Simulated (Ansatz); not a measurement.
Amorphous cells of 7 compositions: the gap between the highest filled and lowest empty level at the zone centre, by PBE and by a single point of r2SCAN on the same geometry (PBE, scalar-relativistic without spin-orbit coupling (plane waves to 420 eV, PAW; Ansatz, a quantum-chemistry and plane-wave program); r2SCAN at 500 eV). The networks come from melt-quench runs on the CHGNet potential at compositions and starting densities chosen by hand, with anions pushed apart in the CHGNet dynamics, and DFT then relaxed them. The cells are small and were quenched far faster than real films, so single cells scatter. Defect or tail levels can set these gaps. The rows are the first to finish with both values and no moments.

```tsv
cell	PBE gap x (eV)	r2SCAN gap y (eV)
A (Zr20O41Cu2, 5.36 g/cm3)	2.31	2.50
B (Zr20O42Sn, 5.34 g/cm3)	3.07	3.55
C (Zr20O42Ti, 5.21 g/cm3)	3.17	3.55
D (Zr20O43In2, 5.42 g/cm3)	3.22	withheld
E (Zr20O45Nb2, 5.23 g/cm3)	3.26	3.67
F (Zr20O41Li2, 5.21 g/cm3)	3.45	3.87
G (Zr20O43B2, 5.05 g/cm3)	3.68	4.16
```

### Question
Fit a straight line through the 6 full rows and predict the withheld value for D (Zr20O43In2, 5.42 g/cm3).

### Answer
Means: x = 3.157, y = 3.550. Slope = Σ(Δx Δy) / Σ(Δx²) = 1.315 / 1.095 = 1.2; the r.m.s. residual is 0.048. Prediction: 3.550 + 1.2 × (3.22 − 3.157) = 3.63. The run gave 3.72, 0.09 above the line.
